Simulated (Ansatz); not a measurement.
Spacing of the highest filled and lowest empty level at the zone centre in eight small model glasses of hand-chosen composition and density, fast-quenched (anions pushed apart in CHGNet runs), each at its PBE geometry, by PBE and by HSE06 (Ansatz, a program for electronic structure, plane waves, PAW). The cells are the first eight to finish that balance their formal charges, show no moments and no lower geometry on charging where those were tested, and have a gap at both levels; defect levels can set the spacings, and exact exchange is cut at the cells' faces.

```json
[
 {"cell": "Zr20O42Ti", "quench by": "CHGNet", "pressure (GPa)": "0.0", "levels at the gap": "spread", "PBE (eV)": "3.48", "experiment, tabulated (eV)": "-"},
 {"cell": "Hf18O41P2", "quench by": "CHGNet", "pressure (GPa)": "0.0", "levels at the gap": "localised at the filled edge", "PBE (eV)": "4.08", "experiment, tabulated (eV)": "-"},
 {"cell": "Al28O43Ca", "quench by": "CHGNet", "pressure (GPa)": "0.1", "levels at the gap": "localised at the filled edge", "PBE (eV)": "3.45", "experiment, tabulated (eV)": "-"},
 {"cell": "Si24O51Sc2", "quench by": "CHGNet", "pressure (GPa)": "0.0", "levels at the gap": "localised at both edges", "PBE (eV)": "4.33", "experiment, tabulated (eV)": "-"},
 {"cell": "Hf18O37K2", "quench by": "CHGNet", "pressure (GPa)": "4.1", "levels at the gap": "localised at the filled edge", "PBE (eV)": "3.80", "experiment, tabulated (eV)": "-"},
 {"cell": "Si24O50Zr", "quench by": "CHGNet", "pressure (GPa)": "0.0", "levels at the gap": "localised at the filled edge", "PBE (eV)": "4.00", "experiment, tabulated (eV)": "-"},
 {"cell": "In24O37Li2", "quench by": "CHGNet", "pressure (GPa)": "1.4", "levels at the gap": "localised at the filled edge", "PBE (eV)": "0.49", "experiment, tabulated (eV)": "-"},
 {"cell": "Si30N44Zr3", "quench by": "CHGNet", "pressure (GPa)": "3.8", "levels at the gap": "localised at both edges", "PBE (eV)": "1.61", "experiment, tabulated (eV)": "-"}
]
```

**Question.** What does HSE06 give, and how does it move these values against PBE?

**Answer.** Zr20O42Ti 5.00, Hf18O41P2 5.68, Al28O43Ca 5.16, Si24O51Sc2 6.05, Hf18O37K2 5.33, Si24O50Zr 5.74, In24O37Li2 1.96, Si30N44Zr3 2.83 eV. It raises them by +1.22 to +1.74 eV, +1.57 eV on average. A straight line through the eight gives HSE06 = 1.09 × PBE +1.29 eV, with a scatter of 0.11 eV.
